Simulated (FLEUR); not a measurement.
## Worked example: self-consistent single point of Ni (Fm-3m, 1 atom in the cell) in FLEUR

Level of theory: PBE, all-electron FLAPW (FLEUR), scalar-relativistic valence run with FLEUR.

The input file:

Input of the input generator:

```
Ni
&input film=f /
-0.0000000000 3.2826810456 3.2826810456
3.2826810456 0.0000000000 3.2826810456
3.2826810456 3.2826810456 -0.0000000000
1.0
1.0 1.0 1.0

1
28 0.0000000000 0.0000000000 0.0000000000 : 1.00

&comp jspins=2 /
&kpt div1=11 div2=11 div3=11 /
&end /
```

```xml
<?xml version="1.0" encoding="UTF-8" standalone="no"?>
<fleurInput fleurInputVersion="0.39">
   <comment>
      Ni                                                                                                  
   </comment>
   <calculationSetup>
      <cutoffs Kmax="3.6" Gmax="10.8" GmaxXC="10.8" numbands="0"/>
      <scfLoop itmax="80" minDistance="0.00001" maxIterBroyd="15" imix="Anderson" alpha="0.05" precondParam="0.0" spinf="2.0"/>
      <coreElectrons ctail="T" frcor="F" kcrel="0" coretail_lmax="0"/>
      <xcFunctional name="pbe" relativisticCorrections="F"/>
      <magnetism jspins="2"/>
      <soc l_soc="F" theta="0.0" phi="0.0" spav="F"/>
      <expertModes spex="0" secvar="F"/>
      <geometryOptimization l_f="T" forcealpha="1.0" forcemix="BFGS" epsdisp="0.00001" epsforce="0.00001"/>
      <ldaU l_linMix="F" mixParam="0.05" spinf="1.0"/>
   </calculationSetup>
   <cell>
      <bzIntegration valenceElectrons="16.0" mode="hist" fermiSmearingEnergy="0.00367493">
         <kPointListSelection listName="default-1"/>
         <!-- k-points included here -->
         <xi:include xmlns:xi="http://www.w3.org/2001/XInclude" href="kpts.xml"> </xi:include>
      </bzIntegration>
      <!-- symmetry operations included here -->
      <xi:include xmlns:xi="http://www.w3.org/2001/XInclude" href="sym.xml"> </xi:include>
      <bulkLattice scale="1.0">
         <bravaisMatrix>
            <row-1>    0.0000000000000000     3.2826810456000000     3.2826810456000000</row-1>
            <row-2>    3.2826810456000000     0.0000000000000000     3.2826810456000000</row-2>
            <row-3>    3.2826810456000000     3.2826810456000000     0.0000000000000000</row-3>
         </bravaisMatrix>
      </bulkLattice>
   </cell>
   <atomSpecies>
      <species name="Nickel (Ni1.000" element="Ni" atomicNumber="28">
         <mtSphere radius="2.16" gridPoints="747" logIncrement="0.016"/>
         <atomicCutoffs lmax="8" lnonsphr="6"/>
         <electronConfig flipSpins="F">
            <coreConfig>(1s1/2) (2s1/2) (2p1/2) (2p3/2) (3s1/2)</coreConfig>
            <valenceConfig>(3p1/2) (3p3/2) (4s1/2) (3d3/2) (3d5/2)</valenceConfig>
            <stateOccupation state="(3d3/2)" spinUp="1.6" spinDown="1.6"/>
            <stateOccupation state="(3d5/2)" spinUp="2.9" spinDown="1.9"/>
         </electronConfig>
         <energyParameters s="4" p="4" d="3" f="4"/>
         <lo type="SCLO" l="1" n="3" eDeriv="0"/>
      </species>
   </atomSpecies>
   <atomGroups>
      <atomGroup species="Nickel (Ni1.000">
         <relPos label="                   1">.0000000000 .0000000000 .0000000000</relPos>
         <force calculate="T" relaxXYZ="TTT"/>
      </atomGroup>
   </atomGroups>
   <output dos="F" band="F" slice="F">
      <checks vchk="F" cdinf="F"/>
      <bandDOS minEnergy="-.5*Htr" maxEnergy="0.5*Htr" sigma="0.015" storeEVData="T"/>
      <vacuumDOS vacdos="F" integ="F" star="F" nstars="0" locx1="0.0" locy1="0.0" locx2="0.0" locy2="0.0" nstm="0" tworkf="0.0"/>
      <unfoldingBand unfoldBand="F" supercellX="1" supercellY="1" supercellZ="1"/>
      <plotting iplot="0" polar="F">
         <plot TwoD="T" vec1="  1.0  0.0  0.0" vec2="  0.0  1.0  0.0" vec3="  0.0  0.0  1.0" zero="  0.0  0.0  0.0" file="plot"/>
      </plotting>
      <chargeDensitySlicing numkpt="0" minEigenval="0.0" maxEigenval="0.0" nnne="0" pallst="F"/>
      <specialOutput eonly="F"/>
      <magneticCircularDichroism mcd="F" energyLo="-10.0" energyUp="0.0"/>
   </output>
  <!-- We include the file relax.xml here to enable relaxations (see documentation) -->
  <xi:include xmlns:xi="http://www.w3.org/2001/XInclude" href="relax.xml"> <xi:fallback/> </xi:include>
</fleurInput>
```

The program printed (abridged):

```
      Welcome to FLEUR        (www.flapw.de)
      MaX-Release 8.1          (www.max-centre.eu)

 ========== k-point set info ==========
 Selected k-point list: default-1
 k-point list type: mesh
 11 x 11 x 11
 Number of k points: 56

 ------------Calculation Setup---------------------------
           1           2           4           7           8          14          28          56
 Number of basis functions:           64
 Iteration:     1   Distance:      11.13195046 me/bohr^3
 Iteration:     2   Distance:      10.77161895 me/bohr^3
 Iteration:     3   Distance:       2.41494919 me/bohr^3
 Iteration:     4   Distance:       2.63502821 me/bohr^3
 Iteration:     5   Distance:       1.56393166 me/bohr^3
 Iteration:     6   Distance:       0.70988222 me/bohr^3
   [... 7 lines left out ...]
 Iteration:    14   Distance:       0.00039835 me/bohr^3
 Iteration:    15   Distance:       0.00006598 me/bohr^3
 Iteration:    16   Distance:       0.00006319 me/bohr^3
 Iteration:    17   Distance:       0.00004646 me/bohr^3
 Iteration:    18   Distance:       0.00000535 me/bohr^3

 Run finished successfully
 Stop message:
   Structural relaxation: Done

[file out, last iteration]
             iter=     19
          p o t e n t i a l   g e n e r a t o r
[...]
          integral of pseudo charge density inside the slab=        0.000000   0.000000
     coulomb potential in the interstitial region:
          density-coulomb potential integrals
          total density-coulomb potenti    -2334.1538467538
          density-effective potential integrals for spin  1
          density-effective potential integrals for spin  2
          total density-effective poten   -2.4167822150E+03
          charge density-energy density integrals
          total charge density-energy d   -6.3604309574E+01
 Updated energy parameters for spin:           1
  Atom    1 4s branch from -3.45 to  2.02 htr. ; e_l =  0.1887
  Atom    1 4p branch from -1.99 to  2.67 htr. ; e_l =  0.3283
  Atom    1 3d branch from -9.99 to  0.40 htr. ; e_l =  0.2678
  Atom    1 4f branch from -9.99 to  4.00 htr. ; e_l =  0.6478
  Atom    1 3p branch from-30.40 to -1.99 htr. ; e_l(l -2.0039
 Updated energy parameters for spin:           2
  Atom    1 4s branch from -3.42 to  2.04 htr. ; e_l =  0.1845
  Atom    1 4p branch from -1.96 to  2.68 htr. ; e_l =  0.3223
  Atom    1 3d branch from -9.99 to  0.43 htr. ; e_l =  0.2876
  Atom    1 4f branch from -9.99 to  4.01 htr. ; e_l =  0.6406
  Atom    1 3p branch from-30.39 to -1.96 htr. ; e_l(l -1.9765
[...]
 fermi energy and band-weighting factors:
at   0.45455   0.45455   0.45455   k-weight:    0.006011
   13 eigenvalues :
   -2.007942   -2.000338   -2.000338    0.166591    0.261471    0.261471    0.327466    0.331467
    0.331467    0.593715    1.180594    1.286635    1.286635
   [... 2 blocks of this kind left out ...]

[...]
FERMIE:
          first approx. to ef    (T=0)  :   0.354006 htr   (energy of the highest occ. eigenvalue)
          number of occ. states  (T=0)  :        913
          first approx. to seigv (T=0)  :  -9.287094 htr
          sum of weights of occ. states :  16.027047
          sum of semicore charge        :   0.000000 e
FERHIS:  Fermi-Energy by histogram:
          bandgap                     :   0.000032 htr
          charge neutrality (T=0)     :   0.027047    (zero if the highest occ. eigenvalue is "entirely" occupied)
     EF_NEWTON:  Adjust Fermi-Energy by Newton-Method.
               Number of iterations needed  :   4
               The error in the weight is   :  0.70832E-13
               The error in ef is           : -0.16440E-14 htr
     -->  new fermi energy            :   0.352038 htr
          valence charge              :  16.000000 e
          actual charge blw ef-8kt    :  14.330579 e
          actual charge blw ef+8kt    :  16.000000 e
          number of occ. states       :       951
          sum of the valence weights  :   16.000000
          entropy         :   0.513784 *kb htr/K =   0.00000 htr/K
          sum of val. single particle energies:        -9.2957459151 htr
 Direct bandgap for spin            1 :    3.0803596247411913E-002  Htr
 at k-point            2  with k-vector   0.36363636363636365       0.45454545454545453       0.45454545454545453
 Direct bandgap for spin            2 :    2.1602597501979570E-003  Htr
 at k-point           26  with k-vector   0.18181818181818182       0.36363636363636365       0.36363636363636365
          valence density: spin= 1
[...]
     l-like charge
     atom     s        p        d        f        total
 -->  1    0.18575  3.15709  4.36166  0.01029    7.71758
          valence density: spin= 2
[...]
     l-like charge
     atom     s        p        d        f        total
 -->  1    0.18994  3.17342  3.73168  0.01080    7.10863
          total charge for spin  1=    8.287453
          interst. charge =       0.569871
          mt charge=              7.717582
          total charge for spin  2=    7.712547
          interst. charge =       0.603917
          mt charge=              7.108630
          total charge  =   16.000000
          z= 28.     r(1)=  0.141486E-04     dx= 0.016000     m.t.index= 747
               n    l     j    energy       weight
               1.   0.   0.5 -301.0930      2.0000
               2.   0.   0.5  -35.4445      2.0000
               2.   1.   0.5  -30.8347      2.0000
               2.   1.   1.5  -30.1923      4.0000
               3.   0.   0.5   -3.4592      2.0000
          atom type    1  (spin 1)
          kinetic energy=  0.693244512942E+03     sum of the eigenvalues= -0.431216049068E+03
          0.00048993  electrons lost from core.
          z= 28.     r(1)=  0.141486E-04     dx= 0.016000     m.t.index= 747
               n    l     j    energy       weight
               1.   0.   0.5 -301.0932      2.0000
               2.   0.   0.5  -35.4304      2.0000
               2.   1.   0.5  -30.8243      2.0000
               2.   1.   1.5  -30.1816      4.0000
               3.   0.   0.5   -3.4311      2.0000
          atom type    1  (spin 2)
          kinetic energy=  0.693349298535E+03     sum of the eigenvalues= -0.431142066631E+03
          0.00050478  electrons lost from core.
          total charge for spin  1=   14.287453
          interst. charge =       0.570346
          mt charge=             13.717107
          total charge for spin  2=   13.712547
          interst. charge =       0.604407
          mt charge=             13.108140
          total charge  =   28.000000
          zc=    28.000000     qfix=    1.000000
Spin Magn. mom.  |                   Global Frame                     |                    Local Frame
Atom       m     | mx        my        mz        alpha     beta       | mx        my        mz        alpha     beta
     1  0.608967 |    ---       ---       ---       ---         ---   |    ---       ---       ---       ---          ---           smm
Orbital  moments |                   Global Frame                     |                    Local Frame
Atom      |m|    | mx        my        mz        alpha     beta       | mx        my        mz        alpha     beta
     1  0.000000 |  0.000000  0.000000  0.000000  0.000000  0.000000  |  0.000000  0.000000  0.000000  0.000000  0.000000 omm
     t o t a l  e n e r g y
          sum of eigenvalues =              -871.6538616140
          density-coulomb potential int    -2334.1538467538
          density-effective potential i    -2416.7822150055
          charge density-ex.-corr.energ      -63.6043095744
          el.-nucl. inter. diff. m.t.       1823.2482567125
          Madelung term for atom type:       -12.0237732306
 ---->    total energy=                    -1520.8249095028 htr
 ---->    (input%tkb*entropy) TS=              0.0018881184 htr
 ---->    free energy=                     -1520.8267976212 htr
      extrapolation for T->0
 ---->    total electron energy=           -1520.8258535620 htr
SPIN-1 FORCE FOR ATOM TYPE=  1  X=  0.000   Y=  0.000   Z=  0.000      FX_SP = 0.000000 FY_SP = 0.000000 FZ_SP = 0.000000
SPIN-2 FORCE FOR ATOM TYPE=  1  X=  0.000   Y=  0.000   Z=  0.000      FX_SP = 0.000000 FY_SP = 0.000000 FZ_SP = 0.000000
 ***** TOTAL FORCES ON ATOMS *****
 TOTAL FORCE FOR ATOM TYPE=  1  X=  0.000   Y=  0.000   Z=  0.000
                       FX_TOT= 0.000000 FY_TOT= 0.000000 FZ_TOT= 0.000000
 Structural relaxation: Done
```

The run converged in 18 iterations. FLEUR gives forces in its relaxation mode, with a further iteration, so its stop message speaks of a relaxation.

The starting cell has typed, rounded lattice constants, without a prior relaxation at this level. Its lattice was rescaled by a random factor within 2.5 % of one. With one magnetic atom in the cell only a parallel order is possible. Values depend on the basis (sphere radii, cutoffs, local orbitals), which need not be converged. The log's line on a gap gives a spacing of levels on this mesh, which the program prints for metals too.
